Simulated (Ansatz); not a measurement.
Consider CdTe in the zinc blende structure (space group F-43m, No. 216; a = 6.489 Å).

Perturbation: a hydrostatic pressure of 0.3 GPa.

Levels (all Ansatz, a first-principles code, PAW): PBEsol (420 eV, without spin-orbit coupling); r2SCAN (500 eV, no SOC); HSE06 (420 eV, no SOC).

One geometry, relaxed with PBEsol, under each level:

Notes on the quantities. hole mass: degenerate bands, along [100].

```tsv
level	band gap	lowest conduction level above the VBM at special points	electron mass	hole mass	pressure
PBEsol	0.67 eV	Γ 0.67 eV; L 1.74 eV; X 2.50 eV; U 2.82 eV	0.056 mₑ (at Γ)	0.057, 0.51, 0.51 mₑ (at Γ)	0.30 GPa
r2SCAN	1.29 eV	Γ 1.29 eV; L 2.25 eV; X 2.89 eV; U 3.23 eV	0.095 mₑ (at Γ)	0.098, 0.51, 0.51 mₑ (at Γ)	1.70 GPa
HSE06	1.65 eV	Γ 1.65 eV; L 2.65 eV; X 3.27 eV	–	–	–
```

Single points use the geometry relaxed with PBEsol. Their cutoffs differ, which shifts pressures a little. With Te present, leaving out spin-orbit coupling can change the band edges. Load acts through the strain it causes; cell and atoms are relaxed under it. Masses are band curvatures over ±0.01 Å⁻¹ around the edge. Stability against distortions was not tested.
